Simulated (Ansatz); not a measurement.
Habitual settings against a tight run: Cu3Sb (Pm-3m, 4 atoms in the cell)

Self-consistent single point.

```yaml
crystal:
  lattice:
    - [3.99243, 0.00000, 0.00000]
    - [0.00000, 3.99243, 0.00000]
    - [0.00000, 0.00000, 3.99243]
  atoms:
    - { symbol: Cu, position: [0.50000, 0.50000, 0.00000] }
    - { symbol: Cu, position: [0.00000, 0.50000, 0.50000] }
    - { symbol: Cu, position: [0.50000, 0.00000, 0.50000] }
    - { symbol: Sb, position: [0.00000, 0.00000, 0.00000] }
```

Method: PBEsol, default PAW files made with PBE (plane waves; Ansatz, an electronic-structure program).

Base settings: basis.ecutwfc = 420 eV; kpoints.mp_grid.grid = 8 8 8; hamiltonian.xc = pbesol; hamiltonian.pseudopotentials = {kind: paw} (the program's default PAW files); scf.occupations.method = cold; scf.occupations.width = 0.272 eV.

Tight run (finer mesh or higher cutoff; not a proven limit): basis.ecutwfc: 420 eV → 590 eV; kpoints.mp_grid.grid: 8 8 8 → 11 11 11; scf.convergence.dr2_threshold: default (1e-07 eV) → 1e-09 eV. It gave Fermi level (on the code's own zero) 14.15 eV; pressure -11.26 GPa.

Quick runs, as changes from the base:
- A: the base itself
- B: basis.ecutwfc: 420 eV → 250 eV; kpoints.mp_grid.grid: 8 8 8 → 3 3 3; hamiltonian.xc: pbesol → lda; scf.convergence.dr2_threshold: default (1e-07 eV) → 0.001 eV [LDA (PW92)]
- C: basis.ecutwfc: 420 eV → 295 eV; scf.occupations.method: cold → fermi_dirac; scf.occupations.width: 0.272 eV → 0.5 eV
- D: basis.ecutwfc: 420 eV → 210 eV; kpoints.mp_grid.grid: 8 8 8 → 2 2 2; scf.convergence.dr2_threshold: default (1e-07 eV) → 0.001 eV
- E: basis.ecutwfc: 420 eV → 250 eV; kpoints.mp_grid.grid: 8 8 8 → 1 1 1; kpoints.mp_grid.shift: default → 0.5 0.5 0.5
- F: basis.ecutwfc: 420 eV → 295 eV; kpoints.mp_grid.grid: 8 8 8 → 4 4 4; scf.occupations.method: cold → gaussian; scf.occupations.width: 0.272 eV → 0.2 eV; kpoints.mp_grid.shift: default → 0.5 0.5 0.5

Energies are extrapolated to zero smearing width, which holds to low order in the width alone.

Dashes: energy of B, another energy zero.

† marks runs with another functional, U, potentials or spin treatment: their distance from the tight run is not a convergence error alone.

The count of work is k-points × plane waves × bands × iterations; it is no time. 

Pressures in the table are Ansatz's without its Pulay estimate, at a fixed set of plane waves; the tight run's value above holds the estimate.

The starting cell comes from a database of computed structures (which also holds hypothetical and non-ambient phases and stackings), without a prior relaxation at this level. Its lattice was rescaled by a random factor within 2.5 % of one. Spin polarisation is off. In the base run, with a pressure of about -11 GPa the cell is away from its equilibrium volume at this level. The run gives no clean gap (levels at the Fermi energy touch, overlap or are partly filled at this smearing), which alone does not show that the compound is a metal.

```tsv
run	energy less tight (meV/atom)	pressure less tight (GPa)	count of work / tight
A	1.4	-0.11	0.33
B†	–	-137.62	0.013
C	302.8	-25.11	0.19
D	9386.2	-473.86	0.010
E	3204.3	-172.23	0.0061
F	294.2	-26.96	0.020
```

Among the runs at the tight run's level, the energy misses run from 1.4 to 9386.2 meV/atom.

Keys are those of Ansatz 0.2.
